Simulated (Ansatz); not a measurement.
The starting structures come from a database of crystals and need not be the phases stable at ambient conditions.

Inside the gap of an insulator the Bloch states are evanescent, with a wavenumber k + iκ along the transport direction.

Input:

```yaml
crystal:
  lattice:
    - [6.88635, 0.00000, 0.00000]
    - [1.06892, 9.11201, 0.00000]
    - [0.68096, -4.53675, 3.05648]
  atoms:
    - { symbol: Ca, position: [0.75950, 0.70060, 0.04880] }
    - { symbol: Ca, position: [0.24050, 0.29940, 0.95120] }
    - { symbol: Mg, position: [0.00000, 0.00000, 0.00000] }
    - { symbol: H, position: [0.39770, 0.87610, 0.72990] }
    - { symbol: H, position: [0.60230, 0.12390, 0.27010] }
    - { symbol: H, position: [0.31630, 0.17140, 0.25180] }
    - { symbol: H, position: [0.68370, 0.82860, 0.74820] }
    - { symbol: P, position: [0.24350, 0.66390, 0.00060] }
    - { symbol: P, position: [0.75650, 0.33610, 0.99940] }
    - { symbol: O, position: [0.27740, 0.04980, 0.98140] }
    - { symbol: O, position: [0.72260, 0.95020, 0.01860] }
    - { symbol: O, position: [0.92640, 0.25740, 0.66090] }
    - { symbol: O, position: [0.07360, 0.74260, 0.33910] }
    - { symbol: O, position: [0.87250, 0.33340, 0.22430] }
    - { symbol: O, position: [0.12750, 0.66660, 0.77570] }
    - { symbol: O, position: [0.62490, 0.16080, 0.79370] }
    - { symbol: O, position: [0.37510, 0.83920, 0.20630] }
    - { symbol: O, position: [0.61620, 0.62730, 0.34950] }
    - { symbol: O, position: [0.38380, 0.37270, 0.65050] }
```

Space group of this cell: P-1. The cell is taken as given; by r2SCAN its mean pressure is -5.0 GPa.

Transport runs along the normal of the first two printed cell vectors.

The gap is the functional's own, uncorrected, and κ follows it; spin-orbit coupling is left out. Mid-gap values are interpolated between the computed energies.

### Question
Give the band gap and the smallest decay constant κ at mid-gap that r2SCAN in Ansatz (an electronic-structure program) yields.

### Answer
Gap 6.07 eV on a 6×6×10 mesh; κ = 0.458 1/Å, at the zone centre.
